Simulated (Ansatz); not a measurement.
Cs$_{2}$Pt (P6_3/mmc), PBEsol, rigid bands in Ansatz (a first-principles code): N_c = 2.36e20 cm⁻³ at 300 K and an electron conductivity mass of 0.925 mₑ along x (a = (5.63, 0.00, 0.00) Å; b = (-2.82, 4.88, 0.00) Å; c = (0.00, 0.00, 7.67) Å).

### Question
For 1e17 electrons per cm³ at 300 K, place the Fermi level, estimate the Seebeck coefficient of a parabolic band with constant τ, and give mobility and conductivity for τ = 5 fs.

### Answer
The level lies k_BT ln(N_c/n) = 0.201 eV below the conduction-band minimum. S ≈ −(k_B/e)[ln(N_c/n) + 5/2] = -885 μV/K, against -856 μV/K from the full bands (mean over directions). μ = eτ/m = 9.51 cm²/(V·s) and σ = neμ = 0.152 S/cm. τ is assumed, not computed.

Band transport and this doping are assumed; polarons and phonon drag are left out. Spin-orbit coupling is left out; with 5d elements it also splits d-like band edges.

Computed structure with no diffraction record at hand here (it may be known, metastable or hypothetical): Cs2Pt (P6_3/mmc).
